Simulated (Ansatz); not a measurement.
SrAlHO2 (model structure, started from the SrVO2H type, P4/mmm, No. 123, 5 atoms in the cell) was calculated with HSE06 (Ansatz, a first-principles code, PAW).

Run with plane-wave cutoff 460 eV, 6×6×6 k mesh, Fermi–Dirac smearing 0.01 eV, scalar-relativistic PAW data made under PBE.

Cell (relaxed with PBEsol):

```xyz
5
Lattice="3.7739 0.0000 0.0000 0.0000 3.7739 0.0000 0.0000 0.0000 3.6579" Properties=species:S:1:pos:R:3 pbc="T T T"
Sr     1.8869     1.8869     1.8289
Al     0.0000     0.0000     0.0000
O      1.8869     0.0000     0.0000
O      0.0000     1.8869     0.0000
H      0.0000     0.0000     1.8289
```

### Question
Give the computed band gap and direct gap at Γ.

### Answer

- band gap: 5.22 eV (on the SCF k mesh)
- direct gap at Γ: 7.83 eV

Note: the relaxation could raise the start's symmetry but not lower it, so the cell can be a saddle point; cell and atoms aren't relaxed at this level (pressure 0.5 GPa).

Spin–orbit coupling is not included.

Computed values are for the static lattice.

It cost very roughly 60 core-seconds of CPU time.

A model structure was made by putting elements into a prototype or built by hand; it is no filed structure, need not be a known phase, and can be a saddle point held by its symmetry.
